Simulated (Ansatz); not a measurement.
The starting structures come from a database of crystals and need not be the phases stable at ambient conditions.

Evanescent states of GaAs (P6_3mc, wurtzite, 4 atoms a cell, 22.7 Å³ an atom) along the normal of (001)

Computed with r2SCAN (plane waves, PAW; Ansatz, a first-principles code).

The gap is the functional's own. No spin-orbit coupling. Mid-gap values are those at the computed energy nearest the middle.

Energies count from the valence-band top; κ is the least over a 12×12 mesh across the current.

```json
[
 {"E (eV)": "0.04", "κ (1/Å)": "0.046", "where": "Γ"},
 {"E (eV)": "0.10", "κ (1/Å)": "0.051", "where": "Γ"},
 {"E (eV)": "0.17", "κ (1/Å)": "0.054", "where": "Γ"},
 {"E (eV)": "0.24", "κ (1/Å)": "0.057", "where": "Γ"},
 {"E (eV)": "0.32", "κ (1/Å)": "0.058", "where": "Γ"},
 {"E (eV)": "0.39", "κ (1/Å)": "0.059", "where": "Γ"},
 {"E (eV)": "0.46", "κ (1/Å)": "0.059", "where": "Γ"},
 {"E (eV)": "0.53", "κ (1/Å)": "0.058", "where": "Γ"},
 {"E (eV)": "0.59", "κ (1/Å)": "0.056", "where": "Γ"},
 {"E (eV)": "0.67", "κ (1/Å)": "0.053", "where": "Γ"},
 {"E (eV)": "0.73", "κ (1/Å)": "0.048", "where": "Γ"},
 {"E (eV)": "0.81", "κ (1/Å)": "0.042", "where": "Γ"},
 {"E (eV)": "0.88", "κ (1/Å)": "0.033", "where": "Γ"},
 {"E (eV)": "0.94", "κ (1/Å)": "0.018", "where": "Γ"}
]
```

Q: How thick must the barrier be to attenuate the transmission by 10^4 when the electrodes' Fermi level lies at 0.59 eV, and what attenuation does that film give at 0.32 eV?

A: d = 4 ln 10 / (2 × 0.056) = 82.2 Å. At 0.32 eV it gives 4 × 0.058/0.056 = 4.1 decades.
